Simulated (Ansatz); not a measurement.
The reference is GaN in the wurtzite structure (space group P6_3mc, No. 186; a = 3.183 Å, c = 5.185 Å).

The values are results of PBEsol in Ansatz (plane waves to 420 eV, PAW, no SOC), not measurements.

Strains are applied to the cell and any free atomic positions relax.

One change was made to it. Results:

```csv
quantity,base,after
energy relative to the base (free energy F),0 meV/atom,+21 meV/atom
"valence-band top at Γ (three highest levels, from the VBM)","0.00, 0.00, -0.04 eV","0.00, 0.00, -0.05 eV"
electron mass,"0.16 mₑ along c, 0.17 mₑ across (at Γ)","0.18 mₑ along c, 0.20 mₑ across (at Γ)"
band gap,1.88 eV,2.23 eV
"pressure (mean of the normal stresses, compression positive)",0.00 GPa,11.58 GPa
```

Problem. Which change produced these results?
A. isotropic strain −2.40 %
B. isotropic strain −1.80 %
C. isotropic strain −3.00 %
D. isotropic strain −0.60 %

Solution. B, isotropic strain −1.80 %. For comparison, the band gap in the other runs: isotropic strain −0.60 % gives 1.99 eV; isotropic strain −2.40 % gives 2.35 eV; isotropic strain −3.00 % gives 2.47 eV.

Masses are band curvatures over ±0.01 Å⁻¹ around the edge. Whether these cells are dynamically stable was not tested.

Ansatz is a quantum-chemistry and plane-wave program.
